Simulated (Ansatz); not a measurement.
The parent structure is MoS$_{2}$ in the 2H-MoS2 type structure (space group P6_3/mmc, No. 194; a = 3.173 Å, c = 12.437 Å; layered, stacked along the Cartesian z axis). Axes: x lies along a and z along c of the hexagonal cell.

The values are results of r2SCAN+rVV10/PAW in Ansatz (a first-principles code), no spin-orbit coupling, earlier PAW set, not measurements.

Base values:

- Shortest interatomic distance = 240.4 pm
- Pressure = 0.00 GPa

Now apply this change: biaxial strain +0.52 %, plane normal [001], relaxed out of plane (Cartesian); in-plane vectors clamped, the third vector and the atoms free.

Question: What happens to the shortest interatomic distance, out-of-plane strain and pressure?

Answer: The shortest interatomic distance grows by 0.38 pm to 240.7 pm; the out-of-plane strain amounts to -0.23 %; the pressure (mean of the normal stresses, compression positive) goes from zero to -0.98 GPa.

Whether these cells are dynamically stable was not tested.
